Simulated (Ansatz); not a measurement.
The reference is CuAu (space group P4/mmm, No. 123; a = 2.813 Å, c = 3.593 Å; relaxed with 0.1 eV smearing). Axes: x, y, z lie along a, b, c of the conventional cell.

The values are results of PBEsol (Ansatz, a quantum-chemistry and plane-wave program), scalar-relativistic without spin-orbit coupling, not measurements.

Strains are applied to the cell and any free atomic positions relax.

One change was made to it. Results:

The pressure (mean of the normal stresses, compression positive) goes from zero to 0.3 GPa; the energy rises by 5.1 meV/atom.

Which of these changes matches the shifts?
A) tensor shear ε_xz = +0.29 %
B) tensor shear ε_xz = +2.00 %
C) tensor shear ε_xz = +1.71 %
D) tensor shear ε_xz = +1.14 %
E) tensor shear ε_xz = +0.57 %

B, tensor shear ε_xz = +2.00 %. For comparison, the energy relative to the base in the other runs: tensor shear ε_xz = +0.57 % gives +0.4 meV/atom; tensor shear ε_xz = +1.14 % gives +1.6 meV/atom; tensor shear ε_xz = +1.71 % gives +3.7 meV/atom; tensor shear ε_xz = +0.29 % gives +0.1 meV/atom.

Stability against distortions was not tested. The final runs are not spin-polarised.
